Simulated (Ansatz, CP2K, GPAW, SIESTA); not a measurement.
One structure in several programs: YTi2Ga4 (I4/mmm, 7 atoms in the cell)

Self-consistent single point.

```xyz
7
Lattice="-3.3929 3.3929 2.7405 3.3929 -3.3929 2.7405 3.3929 3.3929 -2.7405" Properties=species:S:1:pos:R:3 pbc="T T T"
Y      0.0000     0.0000     0.0000
Ti     0.0000     3.3929     1.3702
Ti     3.3929     0.0000     1.3702
Ga     1.3335    -1.3335     2.7405
Ga    -1.3335     1.3335     2.7405
Ga     1.3335     1.3335     2.7405
Ga     2.0594     2.0594     0.0000
```

Shared settings, as Ansatz (a first-principles code) writes them: kpoints.mp_grid.grid = 5 5 5; scf.occupations.method = gaussian; scf.occupations.width = 0.136 eV. Potentials and cutoffs stand in the table.

| code | model | pressure (GPa) | largest force (eV/Å) | cutoff |
|---|---|---|---|---|
| CP2K | LDA (Pade form), GPW, DZVP-MOLOPT-SR-GTH basis, GTH-PADE potentials (GTH_POTENTIALS) | -7.85 | 0.094 | grid 600 Ry |
| SIESTA | LDA PW92, numerical atomic orbitals DZP, PseudoDojo LDA standard norm-conserving potentials (rewritten from UPF to PSML) | -9.60 | 0.213 | grid 350 Ry |
| Ansatz | LDA (PW92), PAW files made with PBE | -8.04 | 0.071 | default |
| GPAW | LDA (Perdew-Wang 92), GPAW PAW datasets LDA (gpaw-data 1.0.1) | -7.53 | 0.130 | 850 eV |

On Ansatz's run: spin polarisation is off.

The spread over the programs that give each value: pressure within 2.07 GPa; largest force within 0.142 eV/Å.

CP2K and SIESTA use small atom-centred bases, whose incompleteness enters pressures, forces and empty levels differently from a plane-wave cutoff. Ansatz's pressure is given at a fixed set of plane waves, as the other plane-wave codes print theirs. In the pressure, SIESTA (by 1.82) lies more than 1 GPa from the median of the plane-wave programs. In the force vectors, SIESTA (by 0.113) lies more than 0.08 eV/Å from the median of the plane-wave programs.

The starting cell comes from a database of computed structures (which also holds hypothetical and non-ambient phases and stackings), without a prior relaxation at this level. Its lattice was rescaled by a random factor within 2.5 % of one.

Left out of this page: Elk (not drawn, or without a comparable value).

Keys are those of Ansatz 0.2.
